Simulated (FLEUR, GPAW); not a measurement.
A FLEUR input for a self-consistent single point of SrZn2 (Imma, 6 atoms in the cell) (DFT, PBEsol, all-electron FLAPW (FLEUR), scalar-relativistic valence):

Input of the input generator:

```
SrZn2
&input film=f /
-4.4901310016 7.3215775740 7.2564557220
4.4901310016 -7.3215775740 7.2564557220
4.4901310016 7.3215775740 -7.2564557220
1.0
1.0 1.0 1.0

6
38 0.3034700000 0.0534700000 0.2500000000
38 0.6965300000 0.9465300000 0.7500000000
30 0.7324900000 0.6635900000 0.0689000000
30 0.2675100000 0.3364100000 0.9311000000
30 0.0946900000 0.6635900000 0.4311000000
30 0.9053100000 0.3364100000 0.5689000000

&comp jspins=1 /
&exco xctyp='PBEs' /
&kpt div1=4 div2=4 div3=4 gamma=t /
&end /
```

```xml
<?xml version="1.0" encoding="UTF-8" standalone="no"?>
<fleurInput fleurInputVersion="0.39">
   <comment>
      SrZn2                                                                                               
   </comment>
   <calculationSetup>
      <cutoffs Kmax="4.2" Gmax="16.8" GmaxXC="16.8" numbands="0"/>
      <scfLoop itmax="60" minDistance="0.00001" maxIterBroyd="15" imix="Anderson" alpha="0.05" precondParam="0.0" spinf="2.0"/>
      <coreElectrons ctail="T" frcor="F" kcrel="0" coretail_lmax="0"/>
      <xcFunctional name="PBEs" relativisticCorrections="F"/>
      <magnetism jspins="1"/>
      <soc l_soc="F" theta="0.0" phi="0.0" spav="F"/>
      <expertModes spex="0" secvar="F"/>
      <geometryOptimization l_f="T" forcealpha="1.0" forcemix="BFGS" epsdisp="0.00001" epsforce="0.00001"/>
      <ldaU l_linMix="F" mixParam="0.05" spinf="1.0"/>
   </calculationSetup>
   <cell>
      <bzIntegration valenceElectrons="68.0" mode="gauss" fermiSmearingEnergy="0.00499791">
         <kPointListSelection listName="default-1"/>
         <!-- k-points included here -->
         <xi:include xmlns:xi="http://www.w3.org/2001/XInclude" href="kpts.xml"> </xi:include>
      </bzIntegration>
      <!-- symmetry operations included here -->
      <xi:include xmlns:xi="http://www.w3.org/2001/XInclude" href="sym.xml"> </xi:include>
      <bulkLattice scale="1.0">
         <bravaisMatrix>
            <row-1>   -4.4901310016000000     7.3215775740000000     7.2564557220000001</row-1>
            <row-2>    4.4901310016000000    -7.3215775740000000     7.2564557220000001</row-2>
            <row-3>    4.4901310016000000     7.3215775740000000    -7.2564557220000001</row-3>
         </bravaisMatrix>
      </bulkLattice>
   </cell>
   <atomSpecies>
      <species name="Strontium (Sr)" element="Sr" atomicNumber="38">
         <mtSphere radius="2.68" gridPoints="925" logIncrement="0.014"/>
         <atomicCutoffs lmax="10" lnonsphr="8"/>
         <electronConfig flipSpins="F">
            <coreConfig>(1s1/2) (2s1/2) (2p1/2) (2p3/2) (3s1/2) (3p1/2) (3p3/2) (3d3/2) (3d5/2)</coreConfig>
            <valenceConfig>(4s1/2) (4p1/2) (4p3/2) (5s1/2)</valenceConfig>
         </electronConfig>
         <energyParameters s="5" p="5" d="4" f="4"/>
         <lo type="SCLO" l="0" n="4" eDeriv="0"/>
         <lo type="SCLO" l="1" n="4" eDeriv="0"/>
      </species>
      <species name="Zinc (Zn)" element="Zn" atomicNumber="30">
         <mtSphere radius="2.40" gridPoints="829" logIncrement="0.015"/>
         <atomicCutoffs lmax="10" lnonsphr="8"/>
         <electronConfig flipSpins="F">
            <coreConfig>(1s1/2) (2s1/2) (2p1/2) (2p3/2) (3s1/2) (3p1/2) (3p3/2)</coreConfig>
            <valenceConfig>(4s1/2) (3d3/2) (3d5/2)</valenceConfig>
         </electronConfig>
         <energyParameters s="4" p="4" d="3" f="4"/>
         <lo type="HELO" l="2" n="4" eDeriv="0"/>
      </species>
   </atomSpecies>
   <atomGroups>
      <atomGroup species="Strontium (Sr)">
         <relPos label="                   1">.3034700000 .0534700000 1.000/4.000</relPos>
         <relPos label="                   2">-.3034700000 -.0534700000 -1.000/4.000</relPos>
         <force calculate="T" relaxXYZ="TTT"/>
      </atomGroup>
      <atomGroup species="Zinc (Zn)">
         <relPos label="                   3">-.2675100000 -.3364100000 .0689000000</relPos>
         <relPos label="                   4">.2675100000 .3364100000 -.0689000000</relPos>
         <relPos label="                   5">.0946900000 -.3364100000 .4311000000</relPos>
         <relPos label="                   6">-.0946900000 .3364100000 -.4311000000</relPos>
         <force calculate="T" relaxXYZ="TTT"/>
      </atomGroup>
   </atomGroups>
   <output dos="F" band="F" slice="F">
      <checks vchk="F" cdinf="F"/>
      <bandDOS minEnergy="-.5*Htr" maxEnergy="0.5*Htr" sigma="0.015" storeEVData="T"/>
      <vacuumDOS vacdos="F" integ="F" star="F" nstars="0" locx1="0.0" locy1="0.0" locx2="0.0" locy2="0.0" nstm="0" tworkf="0.0"/>
      <unfoldingBand unfoldBand="F" supercellX="1" supercellY="1" supercellZ="1"/>
      <plotting iplot="0" polar="F">
         <plot TwoD="T" vec1="  1.0  0.0  0.0" vec2="  0.0  1.0  0.0" vec3="  0.0  0.0  1.0" zero="  0.0  0.0  0.0" file="plot"/>
      </plotting>
      <chargeDensitySlicing numkpt="0" minEigenval="0.0" maxEigenval="0.0" nnne="0" pallst="F"/>
      <specialOutput eonly="F"/>
      <magneticCircularDichroism mcd="F" energyLo="-10.0" energyUp="0.0"/>
   </output>
  <!-- We include the file relax.xml here to enable relaxations (see documentation) -->
  <xi:include xmlns:xi="http://www.w3.org/2001/XInclude" href="relax.xml"> <xi:fallback/> </xi:include>
</fleurInput>
```

Give the GPAW input for the same structure, mesh, smearing and functional.

This is the input that was run; spellings and numerical settings could be chosen otherwise.

```python
from ase import Atoms
from ase.units import GPa
from gpaw import GPAW, PW

atoms = Atoms(['Sr', 'Sr', 'Zn', 'Zn', 'Zn', 'Zn'],
              cell=[[-2.376075, 3.874412, 3.839951],
                    [2.376075, -3.874412, 3.839951],
                    [2.376075, 3.874412, -3.839951]],
              scaled_positions=[[0.303470, 0.053470, 0.250000],
                                [0.696530, 0.946530, 0.750000],
                                [0.732490, 0.663590, 0.068900],
                                [0.267510, 0.336410, 0.931100],
                                [0.094690, 0.663590, 0.431100],
                                [0.905310, 0.336410, 0.568900]],
              pbc=True)

calc = GPAW(mode=PW(850),
            xc='PBEsol',
            kpts={'size': (4, 4, 4), 'gamma': True},
            occupations={'name': 'methfessel-paxton', 'width': 0.136, 'order': 0},
            nbands=-14,
            convergence={'density': 1e-05, 'energy': 1e-05},
            symmetry={'symmorphic': False, 'tolerance': 0.0005},
            maxiter=120,
            txt='-')

atoms.calc = calc

energy = atoms.get_potential_energy()
print('Energy (eV):', round(energy, 6))
forces = atoms.get_forces()
print('Forces (eV/Ang):')
print(forces.round(5))
stress = atoms.get_stress()
print('Stress (GPa, Voigt):', (stress / GPa).round(4))
```

Basis, cutoffs, solver keys and any potentials are the target program's own. This input uses DFT PBEsol, plane waves, GPAW PAW datasets PBEsol (made by gpaw-setup).

The starting cell comes from a database of computed structures (which also holds hypothetical and non-ambient phases and stackings), without a prior relaxation at this level. Its lattice was rescaled by a random factor within 2.5 % of one.
